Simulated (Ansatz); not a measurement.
CrO$_{2}$ in the rutile structure (space group P4_2/mnm, No. 136; ferromagnetic)

```xyz
6
Lattice="4.4039 0.0000 0.0000 0.0000 4.4039 0.0000 0.0000 0.0000 2.9118" Properties=species:S:1:pos:R:3 pbc="T T T"
Cr     0.0000     0.0000     0.0000
Cr     2.2020     2.2020     1.4559
O      1.3334     1.3334     0.0000
O      3.5354     0.8685     1.4559
O      0.8685     3.5354     1.4559
O      3.0705     3.0705     0.0000
```

The values are results of r2SCAN in Ansatz (plane waves to 500 eV, PAW, no SOC), not measurements. k-mesh 11×11×16 (Γ-centred); smearing 0.05 eV (Fermi–Dirac).

| Quantity | Value |
|---|---|
| Volume per atom | 9.41 Å³ |
| Density | 4.94 g/cm³ |
| Band gap | zero |
| Magnetic state | ferromagnetic |
| Total energy | -1507.079 eV/atom (σ→0; compares only within this code and set-up) |

No phonon test of stability was made. No Hubbard U is applied and the magnetic state is the run's own (CrO2 ferromagnetic); other magnetic orders, which need larger cells, were not tried and can change the gap.

Ansatz is a quantum-chemistry and plane-wave program.
